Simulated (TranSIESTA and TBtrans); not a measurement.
## In chain with one bond stretched by 0.6 Å

Device: In chain with one bond stretched by 0.6 Å. Leads: straight In chain, spacing 2.9 Å. Geometry: as built, not relaxed.

Computed with TranSIESTA and TBtrans, PBE, DZP numerical orbitals (energy shift 0.15 eV), PseudoDojo norm-conserving scalar-relativistic potentials, mesh cutoff 200 Ry, 300 K, no spin polarisation, no spin-orbit coupling; self-consistent non-equilibrium Green functions.

```
Item                               Result
---------------------------------  ------
Conductance at 300 K (G0 = 2e²/h)    2.58
Mean T from −0.5 to 0.5 eV           1.87
```

Energies count from the leads' Fermi level. Transmissions are for one spin of a degenerate pair. The energy step is 0.01 eV; narrower resonances are cut or missed.

| E (eV) | T | lead channels |
|---|---|---|
| -2.00 | 0.67 | 1 |
| -1.90 | 0.63 | 1 |
| -1.80 | 0.52 | 1 |
| -1.70 | 0 | 0 |
| -1.60 | 0 | 0 |
| -1.50 | 0 | 0 |
| -1.40 | 0 | 0 |
| -1.30 | 0.71 | 1 |
| -1.20 | 0.88 | 1 |
| -1.10 | 0.88 | 1 |
| -1.00 | 0.88 | 1 |
| -0.90 | 0.88 | 1 |
| -0.80 | 0.88 | 1 |
| -0.70 | 0.88 | 1 |
| -0.60 | 0.88 | 1 |
| -0.50 | 0.88 | 1 |
| -0.40 | 0.88 | 1 |
| -0.30 | 0.88 | 1 |
| -0.20 | 0.89 | 1 |
| -0.10 | 2.41 | 3 |
| 0.00 | 2.61 | 3 |
| 0.10 | 2.54 | 3 |
| 0.20 | 2.42 | 3 |
| 0.30 | 2.32 | 3 |
| 0.40 | 2.25 | 3 |
| 0.50 | 2.21 | 3 |
| 0.60 | 2.20 | 3 |
| 0.70 | 2.20 | 3 |
| 0.80 | 2.22 | 3 |
| 0.90 | 2.25 | 3 |
| 1.00 | 2.28 | 3 |
| 1.10 | 2.31 | 3 |
| 1.20 | 2.34 | 3 |
| 1.30 | 2.36 | 3 |
| 1.40 | 2.37 | 3 |
| 1.50 | 2.38 | 3 |
| 1.60 | 2.38 | 3 |
| 1.70 | 2.38 | 3 |
| 1.80 | 2.37 | 3 |
| 1.90 | 2.35 | 3 |
| 2.00 | 2.33 | 3 |

The straight chain is held at its spacing; free chains may zigzag or dimerise. No spin-polarised start was tried, so a magnetic state, if there is one, is missed.
